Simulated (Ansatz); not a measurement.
The reference is PtS₂ in the CdI2 type structure (space group P-3m1, No. 164; layered, stacked along the Cartesian z axis).

```xyz
3
Lattice="3.5523 0.0000 0.0000 -1.7761 3.0764 0.0000 0.0000 0.0000 5.1280" Properties=species:S:1:pos:R:3 pbc="T T T"
Pt     0.0000     0.0000     0.0000
S      0.0000     2.0509     1.2259
S      1.7761     1.0255     3.9021
```

Level of theory: r2SCAN+rVV10 (Ansatz, a first-principles code), scalar-relativistic without spin-orbit coupling.

Base values:

```
Property                  Value
-------------------  ----------
Lattice parameter a  6.713 bohr
c/a ratio                 1.444
```

One thing is altered: a hydrostatic pressure of 7.5 GPa.

### Question
How does this affect the lattice parameter a and c/a ratio?

### Answer
The lattice parameter a falls by 0.018 bohr, from 6.713 bohr to 6.695 bohr; the c/a ratio decreases by 0.1892 to 1.254.

A case with no gap was solved on a k-mesh chosen for an insulator, which is coarse for it. Load acts through the strain it causes; cell and atoms are relaxed under it. Whether these cells are dynamically stable was not tested. No other phases were tried under pressure. All final runs are without spin polarisation.
